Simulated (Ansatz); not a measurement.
Cost and result by functional for the adsorption energy of Cl on the 1x1 (101) surface of anatase TiO2 (cut with top plane O), one in a 2x1 cell, started at the site 'top O', in Ansatz (plane waves, PAW). Single points on the PBE structure, on one kind of machine; costs are rough ratios of the slab run's core time (references not counted) to the cheapest single point. r2SCAN's cost holds its higher cutoff (500 against 420 eV). Differences are taken against r2SCAN for comparison alone: no measured value is at hand, so the table doesn't rank accuracy. The points keep PBE's geometry, so the relaxation of a polaron and the settling of charge on one site are left out.

Host crystal: anatase TiO2, with a band gap (PBE, scalar-relativistic without spin-orbit coupling).

Set-up: 37 atoms, 9.4 Å thick at the start under the adsorbate (thin: gaps and levels are the slab's own); mesh 3x4x1; 0.01 eV smearing; dipole correction on; 14 atoms held, the rest relaxed; no symmetry held; spin-polarised, ending with about 1.0 μB a cell; orders that need a larger cell were not tried, no spin-orbit, no U, no dispersion correction. At the end it is bonded to Ti. In PBE it is, or lies within 0.03 eV of, the lowest of the starts that converged. These notes are the PBE run's. r2SCAN: The program's check for a lower electronic state was not made. Adsorption energies are against ½ Cl2(g). A negative adsorption energy means that the adsorbate is more stable on the surface than in its reference.

```tsv
functional	relative cost	adsorption energy (eV)	less r2SCAN (eV)
RPBE	1	1.05	0.31
r2SCAN	2	0.74	0.00
PBE (the relaxed run's value)	–	0.92	0.18
```

The values span 0.31 eV, while the single points' costs differ by a factor of roughly 2. Differences are of unrounded values.

Ansatz is an electronic-structure program.
